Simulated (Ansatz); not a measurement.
Take Se (space group P3_121, No. 152; made of chains) as the base.

```yaml
crystal:
  lattice:
    - [4.50569, 0.00000, 0.00000]
    - [-2.25284, 3.90204, 0.00000]
    - [0.00000, 0.00000, 4.99129]
  atoms:
    - { symbol: Se, position: [0.21709, 0.00000, 0.83333] }
    - { symbol: Se, position: [0.00000, 0.21709, 0.16667] }
    - { symbol: Se, position: [0.78291, 0.78291, 0.50000] }
```

Cartesian axes are those of the cell as printed.

Computed with DFT with r2SCAN, PAW potentials and a 500 eV plane-wave cutoff in Ansatz (a quantum-chemistry and plane-wave program), without spin-orbit coupling.

Modification: the cell is scaled by 0.9858 in all directions, atoms relaxed at fixed cell.

Predict the stress tensor and what it implies for the stiffness.

Stress of the strained cell less that of the base (GPa, compression positive):
```
   0.52    0.00    0.00
   0.00    0.52    0.00
   0.00    0.00    1.61
```

Then B = −ΔP/(ΔV/V₀) with ΔV/V₀ = -0.0420 gives secant stiffness values (nonlinear terms included at this strain): B (at held cell shape, above the free-shape value) ≈ 21 GPa.

Stability against distortions was not tested. No dispersion term is included, though the crystal is made of layers, chains or molecules, so its spacings can come out too wide.
